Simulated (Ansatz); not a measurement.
The starting structures come from a database of crystals and need not be the phases stable at ambient conditions.

 Where the default PAW files enter, the runs use the earlier of Ansatz's two default sets.

The decay constant κ of evanescent states in the gap governs leakage through a thin film.

Input:

```yaml
crystal:
  lattice:
    - [5.57766, 0.00000, 0.00000]
    - [-2.37463, 5.04692, 0.00000]
    - [0.00000, 0.00000, 7.20487]
  atoms:
    - { symbol: Na, position: [0.82139, 0.17861, 0.75000] }
    - { symbol: Na, position: [0.17861, 0.82139, 0.25000] }
    - { symbol: Ca, position: [0.50000, 0.50000, 0.50000] }
    - { symbol: Ca, position: [0.50000, 0.50000, 0.00000] }
    - { symbol: V, position: [0.14800, 0.85200, 0.75000] }
    - { symbol: V, position: [0.85200, 0.14800, 0.25000] }
    - { symbol: O, position: [0.74516, 0.25484, 0.05659] }
    - { symbol: O, position: [0.25484, 0.74516, 0.94341] }
    - { symbol: O, position: [0.25484, 0.74516, 0.55659] }
    - { symbol: O, position: [0.74516, 0.25484, 0.44341] }
    - { symbol: O, position: [0.79691, 0.72233, 0.75000] }
    - { symbol: O, position: [0.20309, 0.27767, 0.25000] }
    - { symbol: O, position: [0.72233, 0.79691, 0.25000] }
    - { symbol: O, position: [0.27767, 0.20309, 0.75000] }
```

Space group of this cell: Cmcm. The cell is taken as given; by r2SCAN its mean pressure is -6.2 GPa.

Transport runs along the normal of the first two printed cell vectors.

The gap is the functional's own. No spin-orbit coupling. Mid-gap values are interpolated on the energy grid.

State the band gap and the smallest decay constant κ at mid-gap according to r2SCAN run with Ansatz (a program for electronic structure).

Gap 3.83 eV on a 6×6×4 mesh; κ = 0.566 1/Å, at (0.500, 0.500) of the in-plane reciprocal vectors. At the zone centre, at the nearest computed energy, the slowest state has κ = 0.62 1/Å.
